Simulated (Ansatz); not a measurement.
# A computed series for Ga: pressure series

The reference is Ga (space group Cmcm, No. 63).

```yaml
crystal:
  lattice:
    - [3.82877, -2.28258, 0.00000]
    - [3.82877, 2.28258, 0.00000]
    - [0.00000, 0.00000, 4.54650]
  atoms:
    - { symbol: Ga, position: [0.98943, 0.33460, 0.25000] }
    - { symbol: Ga, position: [0.01057, 0.66540, 0.75000] }
    - { symbol: Ga, position: [0.33460, 0.98943, 0.75000] }
    - { symbol: Ga, position: [0.66540, 0.01057, 0.25000] }
```

Cell and atoms are relaxed at each pressure.

The values are results of plane-wave PAW DFT at the PBEsol level (Ansatz, a program for electronic structure, 420 eV), without spin-orbit coupling, not measurements.

Notes on the quantities. enthalpy: H = E + PV relative to the base's energy.

```tsv
case	enthalpy	shortest interatomic distance
base	–	2.481 Å
pressure −1 GPa	-0.13 eV/atom	2.498 Å
pressure 0.3 GPa	+0.04 eV/atom	2.477 Å
pressure 0.7 GPa	+0.09 eV/atom	…
pressure 1.5 GPa	+0.18 eV/atom	2.459 Å
pressure 3 GPa	+0.36 eV/atom	2.440 Å
pressure 5 GPa	+0.59 eV/atom	2.418 Å
pressure 7.5 GPa	+0.88 eV/atom	2.393 Å
pressure 10 GPa	+1.15 eV/atom	…
```

Question: Fill in the withheld entries from the trend.

Answer: 
- pressure 0.7 GPa, shortest interatomic distance: 2.471 Å
- pressure 10 GPa, shortest interatomic distance: 2.372 Å

Load acts through the strain it causes; cell and atoms are relaxed under it. No phonon test of stability was made. No other phases were tried under pressure. This is not the structure that Ga has at room temperature and ambient pressure.
